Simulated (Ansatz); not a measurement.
The reference is HfS2 in the CdI2 type structure (space group P-3m1, No. 164; a = 3.547 Å, c = 5.577 Å; layered, stacked along the Cartesian z axis). Axes: x lies along a and z along c of the hexagonal cell.

Level of theory: PBEsol-D3(BJ)/PAW in Ansatz (an electronic-structure program), no spin-orbit coupling.

Strains are applied to the cell and any free atomic positions relax; under biaxial strain the out-of-plane vector relaxes too.

One change was made to it. Results:

```tsv
quantity	base	after
band gap	0.45 eV	0.19 eV
gap character	indirect, Γ → L	indirect, Γ → L
volume per atom	20.26 Å³	19.23 Å³
pressure (mean of the normal stresses, compression positive)	0.01 GPa	3.98 GPa
```

Q: Which of these changes matches the shifts?
(A) biaxial strain +1.50 %, plane normal [001], relaxed out of plane
(B) biaxial strain −2.00 %, plane normal [001], relaxed out of plane
(C) biaxial strain −3.00 %, plane normal [001], relaxed out of plane
(D) biaxial strain +2.50 %, plane normal [001], relaxed out of plane
(E) biaxial strain +3.00 %, plane normal [001], relaxed out of plane

A: C, biaxial strain −3.00 %, plane normal [001], relaxed out of plane. For comparison, the band gap in the other runs: biaxial strain −2.00 %, plane normal [001], relaxed out of plane gives 0.28 eV; biaxial strain +2.50 %, plane normal [001], relaxed out of plane gives 0.63 eV; biaxial strain +1.50 %, plane normal [001], relaxed out of plane gives 0.56 eV; biaxial strain +3.00 %, plane normal [001], relaxed out of plane gives 0.67 eV.

Spin-orbit coupling, missing from the scalar runs, can matter with Hf. No phonon test of stability was made. The zero or small gap of HfS2 under biaxial strain −3.00 %, plane normal [001], relaxed out of plane and HfS2 under biaxial strain −2.00 %, plane normal [001], relaxed out of plane can change with the level of theory.
